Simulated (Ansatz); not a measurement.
Consider this model of amorphous Al32O24N16.

```
Al4N2O3
1.0
    9.65866     0.00727    -0.05242
    0.00727     9.39757    -0.01161
   -0.05242    -0.01161     9.53629
Al O N
32 24 16
Direct
  0.02861   0.27639   0.07963
  0.96285   0.99390   0.07996
  0.57896   0.01007   0.16717
  0.23367   0.68362   0.55962
  0.69315   0.77773   0.97870
  0.11518   0.99183   0.84186
  0.24596   0.46073   0.25622
  0.64885   0.22321   0.97892
  0.90073   0.52870   0.24221
  0.79210   0.79886   0.26517
  0.55449   0.79853   0.65418
  0.99954   0.50457   0.68899
  0.97842   0.67688   0.97360
  0.23404   0.49075   0.96572
  0.78446   0.20495   0.30141
  0.70958   0.31715   0.62898
  0.95369   0.86027   0.57912
  0.27197   0.87073   0.05877
  0.46592   0.98108   0.82352
  0.60157   0.39741   0.19309
  0.27405   0.96280   0.32395
  0.07159   0.75415   0.29534
  0.42084   0.14932   0.55121
  0.78249   0.45529   0.90026
  0.14989   0.16273   0.58321
  0.69191   0.99319   0.51747
  0.93988   0.18502   0.77555
  0.39656   0.67431   0.85355
  0.75467   0.64102   0.54955
  0.36765   0.38454   0.68636
  0.45330   0.69732   0.17883
  0.47547   0.49643   0.46593
  0.63474   0.71390   0.14661
  0.23249   0.78501   0.39990
  0.29066   0.96277   0.89295
  0.93762   0.15329   0.20586
  0.09032   0.54574   0.32113
  0.56582   0.64303   0.54112
  0.54169   0.07600   0.96002
  0.95705   0.86932   0.39148
  0.76520   0.17244   0.49557
  0.77587   0.93134   0.07267
  0.30197   0.20663   0.69330
  0.07039   0.54617   0.86603
  0.80236   0.64087   0.37383
  0.34951   0.75730   0.68286
  0.05348   0.68100   0.61186
  0.04175   0.31281   0.66046
  0.80622   0.64861   0.90805
  0.03648   0.85293   0.93782
  0.13654   0.92773   0.18169
  0.90614   0.42258   0.05775
  0.29858   0.50300   0.53586
  0.68171   0.94805   0.33093
  0.62858   0.41633   0.00568
  0.76976   0.39724   0.29456
  0.94055   0.70645   0.15895
  0.52117   0.33084   0.56749
  0.30710   0.67732   0.03890
  0.44536   0.50836   0.27239
  0.19646   0.36253   0.10436
  0.76392   0.83263   0.60970
  0.02385   0.13244   0.94427
  0.52524   0.00042   0.62555
  0.37038   0.48524   0.83872
  0.03342   0.02490   0.66740
  0.76363   0.25710   0.81815
  0.80849   0.49029   0.66308
  0.26745   0.11864   0.43511
  0.62723   0.19858   0.18366
  0.54889   0.79731   0.85301
  0.41453   0.90430   0.19670
```

Methods: PBE, scalar-relativistic without spin-orbit coupling (Ansatz, a program for electronic structure); r2SCAN, scalar-relativistic without spin-orbit coupling (Ansatz). Neutral PBE cell, which sets geometry, pressure and energy: sampling: a 2×2×2 Γ-centred mesh; Fermi-Dirac width 0.02 eV; no spin polarisation.

It comes from a melt-quench run on a machine-learned potential (CHGNet), relaxed afterwards by DFT. O and N atoms were pushed apart under 1.9 Å during the dynamics, to hinder bonds among them. The hot cell started wider than the set density and was brought back towards it in steps. It is the lowest in DFT energy of 2 quenches. It is a model cell: composition and starting density were chosen by hand, and all elements were melted together. No dispersion term was used. Its density started from a set value of 2.82 and ended at 2.82 g/cm³. The quench (nominally 590 K/ps over its main leg) was far faster than any real one, so the model tends to hold more defects than a real film. One small periodic cell is one sample of the glass; other quenches scatter about these values. The volume was held where the preparation left it and the shape relaxed.

**Question.** Give the pressure and the spacing of the highest filled and lowest empty levels.

**Answer.** 
Pressure on a 2×2×2 Γ-centred mesh: -2.77 GPa
Largest force and stress component on that mesh (the relaxation ran on the zone centre alone): 0.05 eV/Å and 2.9 GPa
Level gap on a 2×2×2 Γ-centred mesh (PBE): 2.10 eV
Level gap at the zone centre (PBE): 2.15 eV
Level gap at the zone centre (r2SCAN): 2.64 eV
Distance between the nearest levels spread over more than a fifth of the atoms or a third of the atoms of their main element (six at least) (PBE, zone centre): 2.78 eV

**Question.** At PBE and the zone centre, how localised are the states just below and above the Fermi level (participation number: the atoms over which a state spreads)?

**Answer.** The highest filled state is spread over 4.0 atoms' worth, largest on N61, with weights by element (charge in smoothed Voronoi cells) N 0.76, O 0.13, Al 0.11. The lowest empty state is spread over 59.2 atoms' worth, largest on Al7, with weights by element (charge in smoothed Voronoi cells) Al 0.46, O 0.31, N 0.23.

At PBE the levels at the filled edge of the gap are localised (band-tail or defect states), and the nearest spread-out levels lie 2.8 eV apart at the zone centre.

Bonds are counted up to Al-Al 2.66 Å, Al-O 2.36 Å, Al-N 2.44 Å, O-O 1.58 Å, O-N 1.64 Å, N-N 1.70 Å. Two cations that share two anions don't count as bonded, nor two that share one unless they lie closer than Al-Al 2.59 Å.
